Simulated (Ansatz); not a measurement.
Input for (Al,Ga)N alloy cell AlGa7N8 (rock salt start):

Ansatz 0.2 input:
```yaml
crystal:
  lattice:
    - [-0.000000101, 4.25118716, 4.251187119]
    - [4.251187173, -0.000000071, 4.25118709]
    - [4.251187219, 4.251187176, -0.000000117]
  atoms:
    - { symbol: Ga, position: [-0.000000927, -0.000000122, -0.00000136] }
    - { symbol: Ga, position: [0.000003555, -0.000020532, 0.500000254] }
    - { symbol: Ga, position: [-0.00000386, 0.499998961, 0.000000372] }
    - { symbol: Ga, position: [-0.000001438, 0.499995309, 0.500001079] }
    - { symbol: Ga, position: [0.499998863, -0.000004375, 0.000000769] }
    - { symbol: Ga, position: [0.499996516, -0.00000139, 0.500000711] }
    - { symbol: Al, position: [0.500003317, 0.499977761, 0.000000172] }
    - { symbol: Ga, position: [0.499999104, 0.499999848, 0.499998343] }
    - { symbol: N, position: [0.253825595, 0.253836911, 0.246173553] }
    - { symbol: N, position: [0.250006517, 0.250005582, 0.750000156] }
    - { symbol: N, position: [0.253831963, 0.74617617, 0.246165898] }
    - { symbol: N, position: [0.253829619, 0.746179055, 0.753830991] }
    - { symbol: N, position: [0.746169183, 0.253839114, 0.246170149] }
    - { symbol: N, position: [0.746172739, 0.253836556, 0.753826081] }
    - { symbol: N, position: [0.750003584, 0.75000525, 0.249999695] }
    - { symbol: N, position: [0.746165675, 0.746175897, 0.753833135] }
basis:
  ecutwfc: 420
  ecutrho_ratio: 4
  xc_grid: 2
kpoints:
  mp_grid: { grid: [4, 4, 4] }
hamiltonian:
  xc: pbe
  dispersion: none
  pseudopotentials: { kind: paw }
scf:
  n_extra_bands: 13
  occupations: { method: fermi_dirac, width: 0.01 }
output:
  forces: true
  stress: true
  eigenstates:
    kpoints:
      - [0.0, 0.0, 0.0]
      - [-0.15, 0.0, -0.15]
      - [0.0, -0.15, -0.15]
    e_range: [-4.0, 6.0]
    localisation: true
relax:
  f_tol: 0.03
  max_steps: 90
  cell: { stress_tol: 0.15 }
```

These are PBE (plane waves to 420 eV, PAW; Ansatz, an electronic-structure program) values and carry that method's errors. No spin–orbit coupling. Its k-point mesh 4×4×4, Fermi–Dirac width 0.01 eV.

What does the end of the output print (band table and long remarks left out, numbers rounded to eight decimals)?


```
SCF converged after 4 iterations
Free energy (F): -30092.434344 eV
Harris-Foulkes:  -30092.434344 eV  (|F-HF|=3.09e-10)
Internal energy: -30092.434344 eV  (E = F + TS)
E sigma→0 (E₀):  -30092.434344 eV
Fermi energy:    12.753366 eV
--- Per-component energies (eV) ---
  E_band       = 301.704963
  E_kinetic    = 1889.970591
  E_local      = -12626.093837  (includes V_loc(G=0)·N_el)
  E_nonlocal   = 3393.800896
  E_hartree    = 5908.931905
  E_xc         = -999.689165
  E_vxc        = -1043.918516  (∫ρ·V_xc dr)
  E_paw        = -15462.458978  (= ΣΔE_a)
  E_vpaw       = -3129.919769  (= ΣTr[D̂ρ^β])
  E_aug_tail   = 0.000273  (compensation charges beyond the density's cutoff)
  E_ewald      = -12196.896028
  E_smearing   = 0.000000  (= −TS)
  E_closure    = 0.000000  (closes the sum)
  Σ components = -30092.434344   (vs F -30092.434344, Δ=0.00e0)
--- Forces (eV/Å), atoms counted from 1 ---
  atom   1  Ga     0.00005721    -0.00003079     0.00007812
  atom   2  Ga     0.00019651     0.00000000     0.00019651
  atom   3  Ga     0.00007812     0.00003079     0.00005721
  atom   4  Ga     0.00005007     0.00000000     0.00005007
  atom   5  Ga     0.00010232     0.00000000     0.00010232
  atom   6  Ga     0.00007812    -0.00003079     0.00005721
  atom   7  Al     0.00025638     0.00000000     0.00025638
  atom   8  Ga     0.00005721     0.00003079     0.00007812
  atom   9  N     -0.00015605     0.00000000     0.00038582
  atom  10  N     -0.00001090    -0.00000831    -0.00001090
  atom  11  N     -0.00066823    0.00000000    -0.00014667
  atom  12  N     -0.00013440     0.00052489    -0.00013440
  atom  13  N     -0.00013440    -0.00052489    -0.00013440
  atom  14  N      0.00038582    0.00000000    -0.00015605
  atom  15  N     -0.00001090     0.00000831    -0.00001090
  atom  16  N     -0.00014667    0.00000000    -0.00066823
  max |Σ_I F_I| component: 2.27e-7 eV/Å
--- Stress (GPa, compression-positive) ---
       -0.019040       0.000000       0.000160
        0.000000      -0.019038       0.000000
        0.000160       0.000000      -0.019040
  P = ⅓ Tr σ = -0.0190 GPa (-0.190 kbar)
--- Relaxed structure (3 steps of the walk, 3 accepted, 1 SCFs on fresh bases) ---
  F+E_penalty+E_count = -30092.43434362 eV   max|allowed force component| = 6.682e-4 eV/Å   (the final SCF, on the basis selected at the relaxed cell)
  cell:  # Å, volume = 152.9939 Å³
    - [-1.32857219e-6, 4.24503578, 4.24503575]
    - [4.24503442, 0.0, 4.24503442]
    - [4.24503575, 4.24503578, -1.32832255e-6]
  atoms:
    - { symbol: Ga, position: [1.15116865e-7, -4.27397530e-6, -1.97160481e-7] }
    - { symbol: Ga, position: [0.0, -8.87369135e-6, 0.50000000] }
    - { symbol: Ga, position: [-1.15116865e-7, 0.49999564, 1.97160481e-7] }
    - { symbol: Ga, position: [0.0, 0.49999470, 0.50000000] }
    - { symbol: Ga, position: [0.5, -4.75005152e-6, 0.0] }
    - { symbol: Ga, position: [0.49999980, -4.27397530e-6, 0.50000012] }
    - { symbol: Al, position: [0.5, 0.49999172, 0.0] }
    - { symbol: Ga, position: [0.50000020, 0.49999564, 0.49999988] }
    - { symbol: N, position: [0.25392404, 0.25393059, 0.24607596] }
    - { symbol: N, position: [0.25000069, 0.25000253, 0.75000069] }
    - { symbol: N, position: [0.25392233, 0.74608287, 0.24607767] }
    - { symbol: N, position: [0.25392362, 0.74608192, 0.75392362] }
    - { symbol: N, position: [0.74607638, 0.25392917, 0.24607638] }
    - { symbol: N, position: [0.74607596, 0.25393059, 0.75392404] }
    - { symbol: N, position: [0.74999931, 0.75000392, 0.24999931] }
    - { symbol: N, position: [0.74607767, 0.74608287, 0.75392233] }
```

Cost: about 80 core-seconds (a rough figure).
